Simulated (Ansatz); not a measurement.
By hand: surface energy of the Si(111) slab with 2 Br, the mean of its two faces, with the listed reservoirs for the atoms in excess

Consider the surface energy of the Si(111) slab with 2 Br, the mean of its two faces, with the listed reservoirs for the atoms in excess. Reaction: 2 Br (Cmce) + 8 Si (diamond) → cell A.

A: a slab of Si (diamond, Fd-3m) cut along (111), 10 atoms, hexagonal cell of 3.83 Å (12.7 Å²), symmetry P-3m1 within 0.02 Å, 14.6 Å thick under 16 Å of vacuum, in-plane vectors held at the crystal's; planes from bottom to top: Br | Si × 8 | Br; added, foreign or displaced atoms, above the top plane and below the bottom plane: two times Br bound to 1 Si at 2.24 Å; spin state with PBE: run without spin.

Ansatz (a program for electronic structure) with PAW potentials; structures come from PBE+D3(BJ) relaxations, nuclei static, no net charge. Ansatz runs with its PAW set soft_1. Other levels take these structures. The lattices are those relaxed with PBE+D3(BJ), so at other levels the solids can be strained, which adds to the spread. A dispersion term (D3(BJ), or D4 for r2SCAN) was computed beside these levels and is taken off wherever the name lacks it. Cell A has symmetry P-3m1 within 0.02 Å and got no random move, so less symmetric positions, which may lie lower, weren't tried.

Total energies of the cells in eV, at zero smearing width. They compare only within one column; the weights balance every element.

| cell | atoms | weight | PBE | PBEsol |
|---|---|---|---|---|
| A: Si(111) slab with 2 Br | 10 | +1 | -10654.54855 | -10446.57075 |
| Br (Cmce) | 4 | −1/2 | -11132.67095 | -10945.92195 |
| Si (diamond) | 2 | −4 | -1271.61370 | -1242.98626 |

PBE: (-10654.54855) − 1/2 × (-11132.67095) − 4 × (-1271.61370) = -1.7583 eV; dividing by 2 × 12.725 Å² and converting at 16.022 J/m² per eV/Å² gives -1.11 J/m².

PBEsol: (-10446.57075) − 1/2 × (-10945.92195) − 4 × (-1242.98626) = -1.6647 eV; dividing by 2 × 12.725 Å² and converting at 16.022 J/m² per eV/Å² gives -1.05 J/m².
